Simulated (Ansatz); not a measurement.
We consider SnBi (Cmmm, No. 65, 2 atoms in the cell; start mp-1218947), described by LDA (Ansatz, an electronic-structure program, plane waves, PAW).

Run with plane-wave cutoff 520 eV, 18×18×10 k mesh (along the axes of the cell as run), Fermi–Dirac smearing 0.05 eV, scalar-relativistic PAW data made under PBE.

Cell (relaxed at this level):

```yaml
crystal:
  lattice:
    - [1.96382, -2.65974, 0.00000]
    - [1.96382, 2.65974, 0.00000]
    - [0.00000, 0.00000, 5.29324]
  atoms:
    - { symbol: Sn, position: [0.00000, 0.00000, 0.00000] }
    - { symbol: Bi, position: [0.50000, 0.50000, 0.50000] }
```

Give the computed bulk modulus B0.


- bulk modulus B0 = 57.6 GPa

The run finds no gap.

Note: the bulk modulus is −V dP/dV from two relaxed cells at ±2 % in volume; the relaxation could not lower the start's symmetry, so the cell can be a saddle point above a distorted one.

Spin–orbit coupling is not included; it can shift volumes and moduli of such heavy elements.

Computed values are for the static lattice.

A start named mp-… is a Materials Project structure, which need not be a measured phase.
